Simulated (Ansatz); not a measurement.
Functionals compared on CH3 on the 1x1 (0001) surface of hcp Ti, one in a 2x2 cell, started at the site 'bridge Ti-Ti (span 2.9 Å)', in Ansatz (plane waves, PAW). The structure was relaxed with PBE; the other rows are single points on it, each with its references at the same level. Cutoff 420 eV (500 eV for r2SCAN).

Slab: 20 atoms, 6.8 Å thick at the start under the adsorbate (thin: gaps and levels are the slab's own); k 6x6x1, smearing 0.1 eV, dipole-corrected; 8 atoms held, the rest relaxed; no symmetry held; no spin, no spin-orbit, no U, no dispersion correction. At the end it is bonded to 3 Ti. In PBE it is, or lies within 0.03 eV of, the lowest of the starts that converged. These notes are the PBE run's. Adsorption energies are against CH4(g) − ½ H2(g). A negative adsorption energy means that the adsorbate is more stable on the surface than in its reference.

```csv
functional,adsorption energy (eV),work function of the top face (eV),change of the work function (eV),rough cost of the single point
PBE,-0.28,3.63,-0.76,–
RPBE,-0.05,3.53,-0.76,roughly 2.3 core-minutes
r2SCAN,-0.56,3.63,-0.89,very roughly 6 core-minutes
```

Ansatz is a program for electronic structure.
